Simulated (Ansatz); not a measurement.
The starting structures come from a database of crystals and need not be the phases stable at ambient conditions.

**Evanescent states of TePbO$_{3}$ (P4_1, not sure to be the ambient phase, 20 atoms a cell, 17.2 Å³ an atom, -2 GPa at this level) along the normal of (001)**

Method: r2SCAN (plane waves, PAW; Ansatz, a quantum-chemistry and plane-wave program).

The gap is the functional's own. No spin-orbit coupling. Mid-gap values are interpolated on the energy grid.

Energies count from the valence-band top; κ is the least over a 6×6 mesh across the current.

| E (eV) | κ (1/Å) | where |
|---|---|---|
| 0.07 | 0.202 | off Γ |
| 0.23 | 0.266 | off Γ |
| 0.38 | 0.298 | off Γ |
| 0.53 | 0.316 | off Γ |
| 0.68 | 0.331 | off Γ |
| 0.82 | 0.343 | off Γ |
| 0.97 | 0.352 | off Γ |
| 1.12 | 0.360 | off Γ |
| 1.27 | 0.366 | off Γ |
| 1.43 | 0.369 | off Γ |
| 1.57 | 0.368 | off Γ |
| 1.73 | 0.360 | off Γ |
| 1.88 | 0.349 | off Γ |
| 2.02 | 0.336 | off Γ |
| 2.17 | 0.321 | off Γ |
| 2.33 | 0.302 | off Γ |
| 2.48 | 0.280 | off Γ |
| 2.62 | 0.251 | off Γ |
| 2.77 | 0.213 | off Γ |
| 2.92 | 0.153 | off Γ |

Problem. How thick must the barrier be to attenuate the transmission by 10^8 when the electrodes' Fermi level lies at 1.27 eV, and what attenuation does that film give at 0.38 eV?

Solution. d = 8 ln 10 / (2 × 0.366) = 25.2 Å. At 0.38 eV it gives 8 × 0.298/0.366 = 6.5 decades.
